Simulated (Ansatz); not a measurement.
Where the default PAW files enter, the runs use the earlier of Ansatz's two default sets.

By LDA and PBEsol, the system below comes out a metal.

```
CELL_PARAMETERS angstrom
      2.52963     0.00000     0.00000
     -1.26481     2.19072     0.00000
      1.26481     0.73024     2.06543
ATOMIC_POSITIONS crystal
  Cu 0.00000 0.00000 0.00000
```

Space group of this cell: Fm-3m, fcc (Cu type). The cell is taken as given; by PBEsol its mean pressure is -2.0 GPa.

The current runs along the normal of the first two printed vectors, the (111) plane. All runs by Ansatz (a quantum-chemistry and plane-wave program), plane waves and PAW, without spin-orbit coupling; the base is PBEsol.

| run | mean pressure (GPa) | G/A, both spins (10¹⁵ S/m²) |
|---|---|---|
| base | -2.0 | 1.11 |
| all lengths scaled by 0.98 | 9.2 | 1.16 |
| all lengths scaled by 1.02 | -10.1 | … |
| lda in place of pbesol | -8.4 | 1.11 |
| lengths across the current scaled by 0.98, ions clamped | 5.2 | 1.13 |
| lengths across the current scaled by 1.02, ions clamped | -7.6 | 1.10 |
| lengths along the current scaled by 0.97, ions clamped | 3.4 | … |
| lengths along the current scaled by 1.03, ions clamped | -6.2 | … |

Task: Some entries are withheld; supply them.

Result: 
- all lengths scaled by 1.02, G/A, both spins (10¹⁵ S/m²): 1.08
- lengths along the current scaled by 0.97, ions clamped, G/A, both spins (10¹⁵ S/m²): 1.15
- lengths along the current scaled by 1.03, ions clamped, G/A, both spins (10¹⁵ S/m²): 1.08
